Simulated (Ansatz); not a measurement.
# SiC: transverse stress against strain

SiC (wurtzite, P6_3mc, 10.340 Å³/atom at rest, c along z) under a strain ε along c (axis z), the other axes held. PBEsol in Ansatz, a plane-wave DFT program (PAW, default set), 420 eV, 12×12×7 Γ-centred mesh, Fermi-Dirac smearing 0.05 eV; ions are relaxed within the symmetry of each cell. Stress is positive for a compressed cell.

Here s stands for strain and y for stress xx.

```csv
strain (%),stress xx (GPa)
-3.00,?
-1.20,0.74
-0.60,0.36
0.00,0.00
0.60,-0.33
1.20,-0.64
```

Fit y of the 5 rows that show it with a straight line. Means: s 0, y 0.026. About the means, the sum of products is -2.0700 and the sum of squares of s is 3.6000; the slope is their ratio. Least squares gives y = 0.026 - 0.5750·s. Residuals (row less fit): 0.024, -0.011, -0.026, -0.011, 0.024; standard error 0.026 (degrees of freedom: 3). The slope gives the elastic constant C13 = 57 ± 1.4 GPa.

Problem. What does the fit predict for y at s = -3.00, and how far is the calculated value from it?

Solution. y = 0.026 - 0.5750 × (-3.0) = 1.751 GPa. The calculation gives 2.10 GPa, 0.349 GPa above the prediction (12.7 % of the range of y in the table). The row lies outside the fitted rows, so this is an extrapolation. From the scatter of the fitted rows alone, a prediction at this place has a standard error of 0.051 GPa, so the miss is 6.8 times that.

One order more, fitted to all 11 runs of the series, follows each within 0.01, so the miss is the next term of a smooth law. SiC is here the rare 2H polytype. Rows are the converged runs of the series near zero and its far end; series whose fitted rows scatter by over a few per cent of the range, as at a crossing or softening among them, aren't shown in this form. Most that stay on the fit to the last digits aren't either.
